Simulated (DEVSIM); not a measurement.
System: illuminated Si p-on-n cell, one wavelength, at 350 K.

| layer (left to right) | material | thickness (μm) | Nd (cm⁻³) | Na (cm⁻³) | τn (s) | τp (s) | absorption coefficient (cm⁻¹) |
|---|---|---|---|---|---|---|---|
| 1 | Si | 0.370 | - | 1.8e19 | 1e-6 | 1.4e-6 | 34000 |
| 2 | Si | 160 | 2e15 | - | 3.5e-6 | 3.5e-6 | 34000 |

Left contact: ohmic, minority electron recombination velocity 400 cm/s. Right contact: ohmic, minority hole recombination velocity 7e6 cm/s. Voltage is applied to the left contact. Recombination: SRH at mid-gap, radiative. Gap narrowing is on: ΔEg = 6.92 meV × (l + √(l² + 0.5)), l = ln(N/1.3e17 cm⁻³), shared equally by both band edges. Light enters at the left, 6.2e17 photons cm⁻² s⁻¹, one pass, no reflection. Mobility is constant in doping.

The device is made up for the run: typed textbook-type constants, with dimensions and the other settings drawn at random. Values at 300 K; Nc and Nv go as T^1.5, mobilities as T to minus their exponent, the gap by Varshni's rule with the affinity fixed.

```tsv
parameter	Si
gap (eV)	1.124
affinity (eV)	4.05
permittivity	11.7
Nc (cm⁻³)	2.86e19
Nv (cm⁻³)	3.1e19
μn (cm²/Vs)	1417
μp (cm²/Vs)	470
T exponent of μn	2.3
T exponent of μp	2.2
B (cm³/s)	4.7e-15
Varshni α (eV/K)	0.000473
Varshni β (K)	636
```

Simulated with DEVSIM: 1D drift-diffusion, Boltzmann statistics, complete ionisation; no tunnelling, impact ionisation, image-force lowering or self-heating.

Problem. Give the dark forward current.

Solution. 
```json
[
 {"V (V)": "0.05", "J (A/cm²)": "2.0e-7"},
 {"V (V)": "0.10", "J (A/cm²)": "9.0e-7"},
 {"V (V)": "0.15", "J (A/cm²)": "3.9e-6"},
 {"V (V)": "0.20", "J (A/cm²)": "1.8e-5"},
 {"V (V)": "0.25", "J (A/cm²)": "8.6e-5"},
 {"V (V)": "0.30", "J (A/cm²)": "0.00043"},
 {"V (V)": "0.35", "J (A/cm²)": "0.0022"},
 {"V (V)": "0.40", "J (A/cm²)": "0.011"},
 {"V (V)": "0.45", "J (A/cm²)": "0.053"},
 {"V (V)": "0.50", "J (A/cm²)": "0.20"},
 {"V (V)": "0.55", "J (A/cm²)": "0.58"},
 {"V (V)": "0.60", "J (A/cm²)": "1.4"},
 {"V (V)": "0.65", "J (A/cm²)": "3.2"},
 {"V (V)": "0.70", "J (A/cm²)": "6.8"},
 {"V (V)": "0.75", "J (A/cm²)": "14"},
 {"V (V)": "0.80", "J (A/cm²)": "27"},
 {"V (V)": "0.85", "J (A/cm²)": "53"},
 {"V (V)": "0.90", "J (A/cm²)": "98"},
 {"V (V)": "0.95", "J (A/cm²)": "180"},
 {"V (V)": "1.00", "J (A/cm²)": "300"},
 {"V (V)": "1.05", "J (A/cm²)": "500"},
 {"V (V)": "1.10", "J (A/cm²)": "760"},
 {"V (V)": "1.15", "J (A/cm²)": "1100"},
 {"V (V)": "1.20", "J (A/cm²)": "1500"},
 {"V (V)": "1.25", "J (A/cm²)": "2000"}
]
```
